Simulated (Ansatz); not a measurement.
## BP, response to strain

Consider BP in the zinc blende structure (space group F-43m, No. 216).

```xyz
2
Lattice="0.0000 2.2683 2.2683 2.2683 0.0000 2.2683 2.2683 2.2683 0.0000" Properties=species:S:1:pos:R:3 pbc="T T T"
B      0.0000     0.0000     0.0000
P      1.1341     1.1341     1.1341
```

Cartesian axes are those of the cell as printed.

Strains are applied to the cell and any free atomic positions relax; under biaxial strain the out-of-plane vector relaxes too.

Calculations: r2SCAN, PAW, 500 eV (Ansatz, a program for electronic structure; spin-orbit coupling left out).

```csv
"biaxial strain, plane normal [111], relaxed out of plane (%)",out-of-plane strain (%)
-2.5,0.46
-2.08,0.38
-1.67,0.30
-1.25,?
-0.83,0.15
-0.42,0.07
0,0.00
```

Task: Fit ε⊥ = −νε + γε² (strains in %) to the rows shown and predict the withheld row.

Result: Least squares on the printed values gives ν = 0.17 (the biaxial Poisson response) and γ = 0.004 (largest residual 0.00 %); this predicts 0.22 %, and the run gives 0.22 %, in agreement.

Stability against distortions was not tested.
